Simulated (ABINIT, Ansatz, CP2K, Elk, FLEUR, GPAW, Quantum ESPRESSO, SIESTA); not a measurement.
## GaSb (F-43m, 2 atoms in the cell) computed with different codes at matched settings

Self-consistent single point.

```
CELL_PARAMETERS angstrom
      0.00000     3.05000     3.05000
      3.05000     0.00000     3.05000
      3.05000     3.05000     0.00000
ATOMIC_POSITIONS crystal
  Ga 0.00000 0.00000 0.00000
  Sb 0.25000 0.25000 0.25000
```

All programs got the same cell, k-point mesh and kind of occupations (in Ansatz's words: kpoints.mp_grid.grid = 8 8 8; scf.occupations.method = fermi_dirac; scf.occupations.width = 0.01 eV); potentials, basis and cutoffs are each program's usual ones.

```tsv
code	model	pressure (GPa)	gap on the mesh (eV)	k-points	cutoff
Elk	PBE, all-electron FP-LAPW, Elk's shipped species files, default APW+lo basis	–	0.081	43	default
Ansatz	PBE, default PAW files	2.75	0.096	29	default
CP2K	PBE, GPW, DZVP-MOLOPT-SR-GTH basis, GTH-PBE potentials (GTH_POTENTIALS)	3.35	0.137	260	grid 600 Ry
SIESTA	GGA PBE, numerical atomic orbitals DZP, PseudoDojo PBE standard norm-conserving potentials (rewritten from UPF to PSML)	3.36	0.102	296	grid 300 Ry
Quantum ESPRESSO	PBE, PSlibrary PAW (PBE) pseudopotentials	2.71	0.120	29	70 Ry
FLEUR	PBE, all-electron FLAPW (FLEUR), scalar-relativistic valence	–	0.099	29	Kmax 4.3 1/bohr
ABINIT	PBE, norm-conserving pseudopotentials (PseudoDojo nc-sr-05 PBE standard)	2.74	0.092	29	80 Ry
GPAW	PBE, GPAW PAW datasets PBE (gpaw-data 1.0.1)	2.82	0.155	29	600 eV
```

A dash marks a value that a program does not give, or that is left out as unsure.

Gaps are read on the mesh.

The spread over the programs that give each value: pressure within 0.65 GPa; gap on the mesh within 0.074 eV.

The starting cell has typed, rounded lattice constants, without a prior relaxation at this level. On Ansatz's run: Spin-orbit coupling is off.

Task: Why do the programs differ, and what cannot be compared?

Result: Differences of this kind can come from the potentials, where these differ, and from what each basis and cutoff leave unconverged. The valence holds different numbers of electrons (Ansatz (a quantum-chemistry and plane-wave program) 28, CP2K 18, SIESTA 28, Quantum ESPRESSO 18, FLEUR 28, ABINIT 28, GPAW 18). The zero of total energies and Fermi levels follows the potentials and each program's conventions, so they are not compared here. CP2K and SIESTA use small atom-centred bases, whose incompleteness enters pressures, forces and empty levels differently from a plane-wave cutoff. Elk and FLEUR treat all electrons, but the usual bases taken here (sphere radii, linearisation, local orbitals, empty states) were not tested for convergence, so the values are no reference for the others. Ansatz's pressure is given at a fixed set of plane waves, as the other plane-wave codes print theirs; with its correction for the finite basis it is 2.79 GPa. The programs reduce the same mesh by symmetry to different extents, which changes the work and not the result.

Keys are those of Ansatz 0.2.
